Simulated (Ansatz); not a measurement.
## Effect of biaxial strain −2.50 %, plane normal [111], relaxed out of plane on C

Consider C in the diamond structure (space group Fd-3m, No. 227; a = 3.560 Å). Axes: x, y, z lie along the cube axes.

Modification: biaxial strain −2.50 %, plane normal [111], relaxed out of plane (Cartesian); in-plane vectors clamped, the third vector and the atoms free.

Level of theory: Kohn–Sham DFT with the r2SCAN functional, run in Ansatz (a quantum-chemistry and plane-wave program) with PAW and 500 eV plane waves, no spin-orbit coupling. Settings: 16×16×16 k-points, 0.05 eV Fermi–Dirac smearing.

```tsv
quantity	base	changed	shift
volume per atom	5.64 Å³	5.38 Å³	-0.26 Å³
shortest interatomic distance	1.542 Å	1.509 Å	-0.033 Å
energy relative to the base (free energy F)	0 meV/atom	+30 meV/atom	+30 meV/atom
pressure (mean of the normal stresses, compression positive)	0.1 kbar	240.8 kbar	+240.77 kbar
band gap	4.36 eV	4.40 eV	+0.034 eV
gap character	–	indirect, Γ → F–Γ (25 % along)	–
smallest direct gap	5.90 eV	5.39 eV	-0.51 eV
valence-band top at Γ (three highest levels, from the VBM)	0.00, 0.00, 0.00 eV	0.00, 0.00, -0.13 eV	–
valley order (the lowest conduction-band minima on the path, energy above the VBM, named in the base's zone)	a point along ⟨100⟩, about 1.3 Å⁻¹ from Γ 4.36 eV	a point along [010], about 1.3 Å⁻¹ from Γ 4.40 eV; Γ 5.39 eV	–
out-of-plane strain	–	+0.25 %	–
ratio −ε⊥/ε∥	–	0.10	–
mean in-plane stress (compression positive)	–	+36.1 GPa	–
```

Final structure (turned so that z lies along the plane normal):

```xyz
2
Lattice="2.4546 0.0000 0.0000 1.2273 2.1257 0.0000 1.2273 -0.7086 2.0607" Properties=species:S:1:pos:R:3 pbc="T T T"
C      0.0000     0.0000     0.0014
C      2.4546     0.0000     1.5442
```

Cost of the whole job for the changed cell (relaxation, final SCF and bands): roughly 23 core-seconds.

Stability against distortions was not tested. k-point labels follow each cell's own Brillouin zone.
